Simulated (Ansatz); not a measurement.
Results of r²SCAN (plane waves, PAW; Ansatz, a first-principles code) for Bi2Te3 (model structure, started from the A-La2O3 type, P-3m1, No. 164, 5 atoms in the cell).

Run with plane-wave cutoff 560 eV, 12×12×4 k mesh (along the axes of the cell as run), Fermi–Dirac smearing 0.01 eV, scalar-relativistic PAW data made under PBE.

Cell (relaxed at this level):

```
CELL_PARAMETERS angstrom
      4.40884     0.00000     0.00000
     -2.20442     3.81817     0.00000
      0.00000     0.00000    11.00700
ATOMIC_POSITIONS crystal
  Bi 0.33333 0.66667 0.18694
  Bi 0.66667 0.33333 0.81306
  Te 0.00000 0.00000 0.00000
  Te 0.33333 0.66667 0.65777
  Te 0.66667 0.33333 0.34223
```

Q: Predict the band gap.

A: 
- band gap: 1.01 eV

Note: the relaxation could raise the start's symmetry but not lower it, so the cell can be a saddle point; the cell has widely spaced layers and the level no dispersion term, so their spacing and the moduli can rest on weak binding.

Spin–orbit coupling is not included; with these elements it can move the gap by several tenths of an eV or more.

The computed numbers hold no vibrational or temperature effects.

A model structure was made by putting elements into a prototype or built by hand; it is no filed structure, need not be a known phase, and can be a saddle point held by its symmetry.
